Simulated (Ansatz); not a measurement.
The reference is NbSi2 (space group P6_222, No. 180; a = 4.810 Å, c = 6.618 Å).

Method: Kohn–Sham DFT with the PBE functional, run in Ansatz (a quantum-chemistry and plane-wave program) with PAW and 420 eV plane waves, no spin-orbit coupling.

Base values:

| Property | Value |
|---|---|
| Volume per atom | 14.74 Å³ |

Now apply this change: cell and atoms relaxed at a pressure of 22.5 GPa.

Problem. What happens to the volume per atom?

Solution. The volume per atom decreases by 1.45 Å³, from 14.74 Å³ to 13.29 Å³.

Load acts through the strain it causes; cell and atoms are relaxed under it. Stability against distortions was not tested. No other phases were tried under pressure. The final runs are not spin-polarised. An odd electron count without spin: NbSi2.
